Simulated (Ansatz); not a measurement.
Take Cu$_{3}$N (space group Pm-3m, No. 221; a = 3.721 Å) as the base.

Method: LDA, PAW, 420 eV (Ansatz, a program for electronic structure; without spin-orbit coupling).

Strains are applied to the cell and any free atomic positions relax.

One change was made to it. Results:

The pressure goes from zero to 16.8 GPa; the energy goes up by 54 meV/atom.

Q: Which of these changes matches the shifts?
A. isotropic strain −1.20 %
B. isotropic strain −2.40 %
C. isotropic strain −1.80 %
D. isotropic strain −3.00 %
E. isotropic strain −0.60 %

A: D, isotropic strain −3.00 %. For comparison, the energy relative to the base in the other runs: isotropic strain −2.40 % gives +34 meV/atom; isotropic strain −1.20 % gives +8.1 meV/atom; isotropic strain −0.60 % gives +2.0 meV/atom; isotropic strain −1.80 % gives +19 meV/atom.

No phonon test of stability was made. The final runs are not spin-polarised.
